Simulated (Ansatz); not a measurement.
Formation energy of the localised charge states of Ga vacancy + Si on the Ga site (V_Ga+Si_Ga) in beta Ga2O3 (start: the Ga(2) site; Ga(2) 3.16 Å away; 120-site cell, 2×2×2 shifted sampling) against the Fermi level, Ga-rich (Δμ(Ga) = 0.00 eV, Δμ(Si) = -2.27 eV, bounded by alpha cristobalite; only phases computed here count, gases as isolated molecules at 0 K). Computed with PBE, PAW (plane waves to 420 eV; Ansatz, an electronic-structure program).

Charges with a result: 0, −1, −2. Others weren't obtained, and one of them could lie lower, also by skipping a charge.

Details: 120-site cell; 2×2×2 shifted k-points; host gap 2.01 eV; charged states image-corrected; corrections reach 1.1 eV, so highly charged states may be off by several tenths; flagged in the runs: a host whose relaxation on this sampling wasn't shown to rest.

| E_F − E_VBM (eV) | q = 0 | q = −1 | q = −2 |
|---|---|---|---|
| 0.00 | 7.84 | 8.30 | 9.26 |
| 0.25 | 7.84 | 8.05 | 8.76 |
| 0.50 | 7.84 | 7.79 | 8.26 |
| 0.75 | 7.84 | 7.54 | 7.75 |
| 1.00 | 7.84 | 7.29 | 7.25 |
| 1.26 | 7.84 | 7.04 | 6.75 |
| 1.51 | 7.84 | 6.79 | 6.25 |
| 1.76 | 7.84 | 6.54 | 5.75 |
| 2.01 | 7.84 | 6.29 | 5.24 |

Crossings of the lowest lines: (0/−1) at 0.45 eV; (−1/−2) at 0.96 eV.
